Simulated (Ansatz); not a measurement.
We consider CaMoO4 (I4₁/a, No. 88), described by PBEsol in Ansatz (plane waves, PAW).

Run with plane-wave cutoff 500 eV, 10×10×10 k mesh, gaussian smearing 0.02 eV, no spin polarisation, scalar-relativistic PAW data made under PBE.

Cell (relaxed at this level):

```yaml
crystal:
  lattice:
    - [-2.60239, 2.60239, 5.65421]
    - [2.60239, -2.60239, 5.65421]
    - [2.60239, 2.60239, -5.65421]
  atoms:
    - { symbol: Ca, position: [0.50000, 0.50000, 0.00000] }
    - { symbol: Ca, position: [0.25000, 0.75000, 0.50000] }
    - { symbol: Mo, position: [0.00000, 0.00000, 0.00000] }
    - { symbol: Mo, position: [0.75000, 0.25000, 0.50000] }
    - { symbol: O, position: [0.15759, 0.76263, 0.09130] }
    - { symbol: O, position: [0.51263, 0.92132, 0.10504] }
    - { symbol: O, position: [0.67132, 0.06628, 0.90870] }
    - { symbol: O, position: [0.81628, 0.40759, 0.89496] }
    - { symbol: O, position: [0.59241, 0.48737, 0.40870] }
    - { symbol: O, position: [0.23737, 0.32868, 0.39496] }
    - { symbol: O, position: [0.07868, 0.18372, 0.59130] }
    - { symbol: O, position: [0.93372, 0.84241, 0.60504] }
```

Give the computed band gap.


* **band gap**: 3.38 eV (on the SCF k mesh)

Spin–orbit coupling is not included.

The computed numbers hold no vibrational or temperature effects.

It cost about 8 core-minutes (a rough figure) of CPU time.

Ansatz is a first-principles code.
